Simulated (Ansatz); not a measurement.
Worked example: zone-centre phonon calculation of Nb₃Si₂ (P4/mbm, 10 atoms in the cell) in Ansatz (a program for electronic structure).

Level of theory: LDA (PW92), default PAW files made with PBE (plane waves; Ansatz).

```xyz
10
Lattice="6.7456 0.0000 0.0000 0.0000 6.7456 0.0000 0.0000 0.0000 3.5214" Properties=species:S:1:pos:R:3 pbc="T T T"
Nb     3.3728     3.3728     0.0000
Nb     0.0000     0.0000     0.0000
Nb     4.5293     1.1565     1.7607
Nb     2.2163     5.5891     1.7607
Nb     5.5891     4.5293     1.7607
Nb     1.1565     2.2163     1.7607
Si     0.8585     4.2313     0.0000
Si     5.8871     2.5143     0.0000
Si     2.5143     0.8585     0.0000
Si     4.2313     5.8871     0.0000
```

Reference input (self-consistent single point, DFT, r2SCAN, plane waves, default PAW files made with PBE): basis.ecutwfc = 500 eV; kpoints.mp_grid.grid = 3 3 6; kpoints.mp_grid.shift = 0.5 0.5 0.5; hamiltonian.xc = r2scan; hamiltonian.pseudopotentials = {kind: paw} (the program's default PAW files); scf.occupations.method = gaussian; scf.occupations.width = 0.272 eV. This run's input differs from it in these lines:

Ansatz 0.2 input:
```diff
@@ -17,3 +17,3 @@
 basis:
-  ecutwfc: 500.0
+  ecutwfc: 420.0
 kpoints:
@@ -23,3 +23,3 @@
 hamiltonian:
-  xc: r2scan
+  xc: lda
   pseudopotentials:
@@ -30,6 +30,4 @@
     width: 0.272
-output:
-  forces: true
-  eigenvalues: true
-  stress: true
+phonons:
+  method: dfpt
```

Log, with long lists cut:

```
SCF iter   1: F=—  HF=-29097.080463 eV  |F-HF|=—  |Δ(HF+E_count)|=         —  Δρ=6.28e-3  dr2=3.28e-2  ethr=1.77e-3  ⟨swp⟩=5.1  Hψ=3279  notcnv=0
all-band conjugate gradients solve this SCF's bands
preconditioner: auto → Kerker (q_TF=auto, 2.496 Å⁻¹)
SCF iter   2: F=—  HF=-29097.073531 eV  |F-HF|=—  |Δ(HF+E_count)|=   6.93e-3  Δρ=3.52e-3  dr2=1.07e-2  ethr=3.49e-5  ⟨swp⟩=1.7  Hψ=1002  notcnv=0
   [... lines left out ...]
SCF iter   6: F=—  HF=-29097.070570 eV  |F-HF|=—  |Δ(HF+E_count)|=   4.14e-6  Δρ=3.58e-6  dr2=2.54e-8  ethr=3.62e-10  ⟨swp⟩=2.3  Hψ=1378  notcnv=0
SCF iter   7: F=—  HF=-29097.070570 eV  |F-HF|=—  |Δ(HF+E_count)|=   8.01e-9  Δρ=6.04e-7  dr2=8.04e-10  ethr=2.70e-11  ⟨swp⟩=2.0  Hψ=1259  notcnv=0
SCF iter   8: F=—  HF=-29097.070570 eV  |F-HF|=—  |Δ(HF+E_count)|=  2.62e-10  Δρ=1.13e-7  dr2=1.66e-11  ethr=1.00e-12  ⟨swp⟩=2.0  Hψ=1159  notcnv=0
SCF iter   9: F=-29097.070570 eV  HF=-29097.070570 eV  |F-HF|=3.64e-12  |Δ(HF+E_count)|=  3.64e-12  Δρ=2.07e-8  dr2=1.32e-12  ethr=1.00e-12  ⟨swp⟩=8.3  Hψ=3742  notcnv=0
SCF 1 converged in 9 iterations: F = -29097.070570 eV  dr2 = 1.32e-12
DFPT response loops at Γ: preconditioner auto → Kerker (q_TF=auto, 2.496 Å⁻¹) (partly filled bands, converged f_vac=0.000) …
Free energy (F): -29097.070570 eV
Internal energy: -29096.854246 eV  (E = F + TS)
E sigma→0 (E₀):  -29096.962408 eV
Entropy (-TS):   -0.216324 eV (-21.632 meV/atom)
Fermi energy:    15.965084 eV
--- Phonons (Γ-DFPT): 6 representative perturbations + reference, on 15 of 54 k-points (Σ response iterations 20) ---
  k mesh reduced under 2 symmetry operations, with k and −k counted as one. Each operation leaves every solved displacement unchanged or reverses it
   [... lines left out ...]
  Γ frequencies (cm⁻¹): 0.00 0.00 0.00 92.09 135.40 142.67 144.41 144.41 149.34 162.45 163.52 163.52 169.69 172.87 172.87 174.44 208.76 208.76 313.76 313.76 317.40 334.99 334.99 341.09 343.20 345.43 382.28 382.28 422.22 449.92
  non-analytic LO–TO correction: not included (Born effective charges unavailable; polar crystals: no LO–TO splitting at Γ)
```

The run converged in 9 iterations. 

Summary of the result:
- Free energy E − TS (on the zero of these files): -29097.0706 eV
- Fermi level (on the code's own zero): 15.97 eV
- Zone-centre frequencies (cm⁻¹; negative means imaginary): 0, 0, 0, 92, 135, 143, 144, 144, 149, 162, 164, 164, 170, 173, 173, 174, 209, 209, 314, 314, 317, 335, 335, 341, 343, 345, 382, 382, 422, 450

The starting cell comes from a database of computed structures (which also holds hypothetical and non-ambient phases and stackings), without a prior relaxation at this level. Spin polarisation is off.

Cost on one core of a shared machine: roughly 70 s.
